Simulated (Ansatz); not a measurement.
For antifluorite K₂S, LDA in Ansatz (plane waves, PAW) gives:

- band gap at the measured cell = 2.12 eV
- elastic constant C11 = 39.6 GPa
- elastic constant C44 = 9.8 GPa
- Voigt–Reuss–Hill shear modulus = 10.6 GPa

Question: What does B3LYP (VWN-RPA form) (PAW; Ansatz, a program for electronic structure) give for the same quantities?

Answer: 
- band gap at the measured cell: 3.68 eV (increases by 1.56 eV)
- elastic constant C11: 34.8 GPa (decreases by 12 %)
- elastic constant C44: 8.9 GPa (drops by 9.2 %)
- Voigt–Reuss–Hill shear modulus: 10.1 GPa (falls by 4.7 %)

Changes are worked out from the printed values.

Unless a cell is named, each level is at its own relaxed cell.

Density-functional gaps are differences of (generalised) Kohn–Sham levels.

Ansatz's density-functional and Hartree–Fock values are scalar-relativistic unless marked +SOC, with PAW data made under PBE.
